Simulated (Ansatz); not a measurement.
We consider CsCl-type AgF (model structure), described by HSE06 (Ansatz, an electronic-structure program, PAW).

Run with plane-wave cutoff 500 eV, 8×8×8 k mesh, Fermi–Dirac smearing 0.05 eV, no spin polarisation, scalar-relativistic PAW data made under PBE.

Cell (relaxed at this level):

AgF is taken in the cubic space group Pm-3m (No. 221), the CsCl type structure, Pearson symbol cP2. Lattice parameters: a = 3.0152 Å, b = 3.0152 Å, c = 3.0152 Å, α = 90.00°, β = 90.00°, γ = 90.00°. Ag on 1a is surrounded by 8 F at 2.611 Å (cubic). F on 1b has 8 Ag at 2.611 Å (cubic). (Neighbours: up to the widest gap in distance over summed covalent radii, below 1.35, at either atom; cation-cation and far metal-metal contacts left out.)

Q: Predict the band gap.

A: 
- band gap = 1.39 eV (on the SCF k mesh)

Note: exact exchange on metals is sensitive to the k mesh and can open a false gap; the relaxation could raise the start's symmetry but not lower it, so the cell can be a saddle point.

Spin–orbit coupling is not included.

Static lattice: no zero-point or thermal effects.

The result took roughly 5 core-minutes.

A model structure was made by putting elements into a prototype or built by hand; it is no filed structure, need not be a known phase, and can be a saddle point held by its symmetry.
